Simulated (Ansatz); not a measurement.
Base system: ZnS in the zinc blende structure (space group F-43m, No. 216; a = 5.4434 Å).

Level of theory: Kohn–Sham DFT with the PBE functional, run in Ansatz (a quantum-chemistry and plane-wave program) with PAW and 420 eV plane waves, spin-orbit coupling left out.

Strains are applied to the cell and any free atomic positions relax.

One change was made to it. Results:

The band gap decreases by 0.250 eV to 1.76 eV; the energy rises by 15 meV/atom.

**Question.** What was done to the base?
A) isotropic strain −2.00 %
B) isotropic strain +2.50 %
C) isotropic strain +2.00 %

**Answer.** C, isotropic strain +2.00 %. For comparison, the band gap in the other runs: isotropic strain −2.00 % gives 2.28 eV; isotropic strain +2.50 % gives 1.70 eV.

Stability against distortions was not tested.
